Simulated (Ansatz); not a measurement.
Name crystals whose hole conductivity mass lies between 0.4 and 0.63 mₑ and whose electron conductivity mass lies between 0.39 and 0.6 mₑ, by PBEsol, rigid bands in Ansatz (a quantum-chemistry and plane-wave program).

Many crystals can fit; among those computed here:
- Ta₃N₅ (Cmcm): 0.60 mₑ, 0.42 mₑ

Masses are for dilute carriers at 300 K, harmonic means over directions unless an axis is named. Spin-orbit coupling is left out.

Formula and space group known from diffraction (Crystallography Open Database), not checked to be the room-temperature form: Ta3N5 (Cmcm).
